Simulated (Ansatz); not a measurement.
L1₂ (Cu3Au-type) Pt3Ti, treated with r²SCAN0 in Ansatz (PAW).

Run with plane-wave cutoff 520 eV, 8×8×8 k mesh, Fermi–Dirac smearing 0.05 eV, no spin polarisation, scalar-relativistic PAW data made under PBE.

A third-order Birch–Murnaghan fit to the energies gives V0 = 14.778 Å³/atom, B0 = 281 GPa, B′ = 5.0.

```json
[
 {"V (Å³/atom)": "14.032", "P (GPa)": "16.54"},
 {"V (Å³/atom)": "14.402", "P (GPa)": "(withheld)"},
 {"V (Å³/atom)": "14.899", "P (GPa)": "-2.25"},
 {"V (Å³/atom)": "15.140", "P (GPa)": "-6.41"},
 {"V (Å³/atom)": "15.509", "P (GPa)": "(withheld)"}
]
```

Estimate the withheld pressures from this fit; the answers are the runs' own values.


- 14.402, P (GPa): 7.72
- 15.509, P (GPa): -12.03

The formula P = (3/2) B0 (x^(7/3) − x^(5/3)) [1 + (3/4)(B′ − 4)(x^(2/3) − 1)] with x = V0/V meets the computed pressures within 0.04 GPa when these rounded values are put in.

Measured, for comparison: equilibrium volume per atom 15.01 Å³/atom (temperature not stated, no zero-point or thermal correction; as tabulated in Molecular Dynamics Simulations of PtTi High-Temperature Shape Memory Alloys …). Computed (rounded) less measured: equilibrium volume per atom -1.5 %. A static lattice is as a rule a little smaller and stiffer than an uncorrected measurement, which narrows the difference in the equilibrium volume per atom and would widen misses of the other sign.

Note: the run has no spin polarisation, so it can have missed a magnetic state.

Spin–orbit coupling is not included.

The computed numbers hold no vibrational or temperature effects.

The result took roughly 90 core-minutes.

Ansatz is a first-principles code.
